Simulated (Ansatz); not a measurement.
**A computed series for ScAs: response to strain**

Consider ScAs in the rock salt structure (space group Fm-3m, No. 225; relaxed with 0.1 eV smearing).

```xyz
2
Lattice="0.0000 2.7052 2.7052 2.7052 0.0000 2.7052 2.7052 2.7052 0.0000" Properties=species:S:1:pos:R:3 pbc="T T T"
Sc     0.0000     0.0000     0.0000
As     2.7052     2.7052     2.7052
```

Cartesian axes are those of the cell as printed.

Strains are applied to the cell and any free atomic positions relax.

Calculations: plane-wave PAW DFT at the PBEsol level (Ansatz, a first-principles code, 420 eV), no SOC.

Candidates:
(a) uniaxial strain ε_xx = −3.15 %
(b) uniaxial strain ε_xx = −0.57 %
(c) uniaxial strain ε_xx = −3.94 %

Notes on the quantities. energy relative to the base: free energy F.

Task: Order them by energy relative to the base, highest first.

Result: (c) uniaxial strain ε_xx = −3.94 % (+24 meV/atom), (a) uniaxial strain ε_xx = −3.15 % (+15 meV/atom), (b) uniaxial strain ε_xx = −0.57 % (+0.4 meV/atom)

Whether these cells are dynamically stable was not tested. All final runs are without spin polarisation.
